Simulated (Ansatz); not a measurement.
# Co under a change: tensor shear ε_xy = +0.62 %

The reference is Co in the hcp (Mg type) structure (space group P6_3/mmc, No. 194; a = 2.456 Å, c = 3.972 Å; ferromagnetic; relaxed with 0.1 eV smearing). Axes: x lies along a and z along c of the hexagonal cell.

Modification: tensor shear ε_xy = +0.62 % (engineering shear γ = 0.0124); the atoms relax in the strained cell.

Calculations: Ansatz (a quantum-chemistry and plane-wave program) PBEsol, no spin-orbit coupling. k-mesh 27×27×15 (Γ-centred); smearing 0.1 eV (Fermi–Dirac).

The volume per atom is still 10.38 Å³ and the space group becomes P2_1/m (No. 11) (base: P6_3/mmc (No. 194)). The shortest interatomic distance is nearly the same (2.440 Å against 2.439 Å) and the energy grows by 0.5 meV/atom. The pressure (mean of the normal stresses, compression positive) is still 0.0 GPa and the band gap is still zero. The magnetic state stays ferromagnetic and the largest site moment stays 1.63 μB. The stress (xx, yy, zz, yz, xz, xy; compression positive) comes out as (0.0, 0.1, 0.0, 0.0, 0.0, -1.4) GPa.

Final structure:

```xyz
2
Lattice="2.4563 0.0152 0.0000 -1.2149 2.1196 0.0000 0.0000 0.0000 3.9721" Properties=species:S:1:pos:R:3 pbc="T T T"
Co     0.0027     1.4182     2.9791
Co     1.2386     0.7165     0.9930
```

Cost of the whole job for the changed cell (relaxation, final SCF and bands): about 12 core-minutes (a rough figure).

The magnetic state is the one reached from the starting moments; the real material's order can differ, and small cells can't hold many antiferromagnetic ones. No phonon test of stability was made.
